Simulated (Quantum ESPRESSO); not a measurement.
Worked example: self-consistent single point of LiMg (P1, 2 atoms in the cell) in Quantum ESPRESSO.

Level of theory: PBEsol, SSSP 1.1.2 efficiency (PBE) pseudopotentials (plane waves; Quantum ESPRESSO 7.5).

```xyz
2
Lattice="1.5457 0.8924 5.0811 -1.5457 0.8924 5.0811 0.0000 -1.7849 5.0811" Properties=species:S:1:pos:R:3 pbc="T T T"
Li    -0.0329    -0.0547    -0.0501
Mg     0.0329     0.0547     7.6717
```

Reference input (self-consistent single point, DFT, LDA (PZ), plane waves, GBRV 1.5 ultrasoft (LDA) pseudopotentials): ecutwfc = 40 Ry; ecutrho = 200 Ry; occupations = smearing; smearing = gaussian; degauss = 0.0073499 Ry; potentials = {Li: li_lda_v1.4.uspp.F.UPF, Mg: mg_lda_v1.4.uspp.F.UPF}; K_POINTS = automatic 9 9 9 0 0 0; conv_thr = 1e-08 Ry; mixing_beta = 0.7. This run's input differs from it in these lines:

```diff
@@ -13,3 +13,3 @@
  ecutwfc = 40,
- ecutrho = 200,
+ ecutrho = 320,
  occupations = 'smearing',
@@ -17,2 +17,3 @@
  degauss = 0.0073499,
+ input_dft = 'pbesol',
 /
@@ -23,4 +24,4 @@
 ATOMIC_SPECIES
-Li     6.9400  li_lda_v1.4.uspp.F.UPF
-Mg    24.3050  mg_lda_v1.4.uspp.F.UPF
+Li     6.9400  li_pbe_v1.4.uspp.F.UPF
+Mg    24.3050  Mg.pbe-n-kjpaw_psl.0.3.0.UPF
 CELL_PARAMETERS angstrom
```

The program printed (abridged):

```
     Self-consistent Calculation

     iteration #  1     ecut=    40.00 Ry     beta= 0.70

     total energy              =     -47.13129229 Ry
     estimated scf accuracy    <       0.06468087 Ry

     iteration #  2     ecut=    40.00 Ry     beta= 0.70

     total energy              =     -47.13443575 Ry
     estimated scf accuracy    <       0.00385813 Ry

     iteration #  3     ecut=    40.00 Ry     beta= 0.70

     total energy              =     -47.13566130 Ry
     estimated scf accuracy    <       0.00107252 Ry

   [... 3 blocks of this kind left out ...]

     iteration #  7     ecut=    40.00 Ry     beta= 0.70

     total energy              =     -47.13607237 Ry
     estimated scf accuracy    <       0.00000011 Ry

     iteration #  8     ecut=    40.00 Ry     beta= 0.70
     End of self-consistent calculation

     Number of k-points >= 100: set verbosity='high' to print the bands.

     the Fermi energy is     2.3323 ev

!    total energy              =     -47.13607239 Ry
     estimated scf accuracy    <          3.5E-10 Ry
     smearing contrib. (-TS)   =      -0.00028620 Ry
     internal energy E=F+TS    =     -47.13578619 Ry

     convergence has been achieved in   8 iterations

     Forces acting on atoms (cartesian axes, Ry/au):

     atom    1 type  1   force =     0.00111363    0.00198241    0.00776209
     atom    2 type  2   force =    -0.00111363   -0.00198241   -0.00776209

     Total force =     0.011439     Total SCF correction =     0.000001

          total   stress  (Ry/bohr**3)                   (kbar)     P=       -0.89
  -0.00001366  -0.00000544  -0.00000100           -2.01       -0.80       -0.15
  -0.00000544  -0.00000133   0.00000788           -0.80       -0.20        1.16
  -0.00000100   0.00000788  -0.00000315           -0.15        1.16       -0.46

   JOB DONE.
```

The run converged in 8 iterations. Against the reference run the pressure goes from -1.34 to -0.09 GPa and the largest force goes from 0.188 to 0.208 eV/Å.

The starting cell comes from a database of computed structures (which also holds hypothetical and non-ambient phases and stackings), without a prior relaxation at this level. Its atoms were displaced at random from the sites of space group no. 166.

Cost on one core of a shared machine: roughly 2 min.
